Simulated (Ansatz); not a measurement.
composition Si15P, cell Si60P4, first heated far above this temperature, then brought to it, at a temperature that wasn't checked against the liquidus, so perhaps supercooled [in the run: it was liquid; mean temperature 1708 K (target 1670 K)]; MD at a mean temperature of 1708 K and a mean pressure of 0.5 GPa, 8.3 ps sampled (in preparation the cell's shape was held), k-points: one point, (1/4, 1/4, 1/4), no spin polarisation or spin-orbit coupling.

Prepared at the same level. The solute's share, one atom in sixteen, is far above doping levels in devices. The cell wasn't fully relaxed to the target pressure: the run's mean is 0.5 GPa. On the run's last frame a denser k-mesh moved the forces by 0.104 eV/Å rms, the static pressure by 0.11 GPa and the free energy by 12 meV/atom, which is about how far such values are converged. Warnings of the run: stress scf threshold loose, symmetry auto disabled.

Problem. Estimate the Si-Si-Si angle; coordination of P (bonds up to P-Si 3.06 Å); P-Si-Si angle; volume per atom that PBE run with Ansatz (a quantum-chemistry and plane-wave program) returns for this input.

Solution. 
Si-Si-Si angle: mean 98°, spread 33°, most frequent near 56°
coordination of P (bonds up to P-Si 3.06 Å): 5.2 (5-fold 34 %, 6-fold 26 %, 4-fold 24 %)
P-Si-Si angle: mean 100°, spread 32°, most frequent near 98°
volume per atom: 18.7 Å³
